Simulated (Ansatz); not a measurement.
# ZrO2, pressure series

The parent structure is ZrO2 in the fluorite structure (space group Fm-3m, No. 225; a = 5.089 Å).

Cell and atoms are relaxed at each pressure.

Computed with Ansatz (a program for electronic structure), r2SCAN, PAW, cutoff 500 eV, no SOC.

Notes on the quantities. electron mass: degenerate bands, along [100].

| variant | smallest direct gap | electron mass | band gap | lattice parameter a |
|---|---|---|---|---|
| base | 4.29 eV | 0.53, 2.1 mₑ (at Γ) | 3.89 eV | 5.089 Å |
| pressure −2 GPa | 4.26 eV | 0.54, 2.1 mₑ (at Γ) | 3.86 eV | 5.103 Å |
| pressure −1 GPa | 4.27 eV | 0.54, 2.1 mₑ (at Γ) | ? | 5.096 Å |
| pressure 0.3 GPa | 4.29 eV | 0.53, 2.1 mₑ (at Γ) | 3.89 eV | 5.087 Å |
| pressure 0.7 GPa | 4.30 eV | 0.53, 2.1 mₑ (at Γ) | 3.89 eV | 5.085 Å |
| pressure 1.5 GPa | 4.31 eV | 0.53, 2.1 mₑ (at Γ) | 3.90 eV | 5.080 Å |
| pressure 3 GPa | 4.33 eV | 0.52, 2.0 mₑ (at Γ) | 3.92 eV | 5.070 Å |
| pressure 5 GPa | 4.36 eV | 0.52, 2.0 mₑ (at Γ) | ? | 5.058 Å |
| pressure 7.5 GPa | 4.40 eV | 0.51, 2.0 mₑ (at Γ) | 3.97 eV | 5.043 Å |
| pressure 10 GPa | 4.43 eV | 0.50, 1.9 mₑ (at Γ) | 4.00 eV | 5.028 Å |

Question: Fill in the withheld entries from the trend.

Answer: 
- pressure −1 GPa, band gap: 3.87 eV
- pressure 5 GPa, band gap: 3.94 eV

Load acts through the strain it causes; cell and atoms are relaxed under it. Masses are band curvatures over ±0.01 Å⁻¹ around the edge. Stability against distortions was not tested. No other phases were tried under pressure. This is not the structure that ZrO2 has at room temperature and ambient pressure.
